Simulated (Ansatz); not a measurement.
**C on the 1x1 (111) surface of fcc Au (the real clean face reconstructs), one in a 2x2 cell, started at the site 'bridge Au-Au (span 2.9 Å)'**

The numbers are results of PBE (plane waves to 420 eV, PAW; Ansatz, a quantum-chemistry and plane-wave program), not measurements.

Model: 17-atom slab, 7.2 Å thick at the start under the adsorbate (thin: gaps and levels are the slab's own), 6x6x1 mesh, Fermi-Dirac 0.1 eV, dipole correction, 8 atoms held, the rest relaxed; symmetry of the start imposed; spin-polarised, no spin-orbit, no U, no dispersion correction. The starting moment vanished. At the end it is bonded to 3 Au. In PBE it is, or lies within 0.03 eV of, the lowest of the starts that converged.

The adsorption energy against an atom of graphite comes out as 3.37 eV, the work function of the top face comes out as 5.48 eV and the change of the work function comes out as 0.35 eV. The change of the step from the bottom to the top vacuum level, against the clean slab is 0.27 eV and the energy released by relaxation is 1.23 eV. The height of the binding atom over the mean of the host atoms within 0.3 Å of the top one is 97.6 pm, the magnetic moment of the cell comes out as 0.00 μB and the nearest host atoms of the binding atom is Au at 2.00 Å, Au at 2.00 Å, Au at 2.00 Å. The largest move of a host atom comes out as 0.14 Å and the note is in the relaxation the adsorbate left its starting site by 0.8 Å. The cost is roughly 40 core-minutes.

A negative adsorption energy means that the adsorbate is more stable on the surface than in its reference.
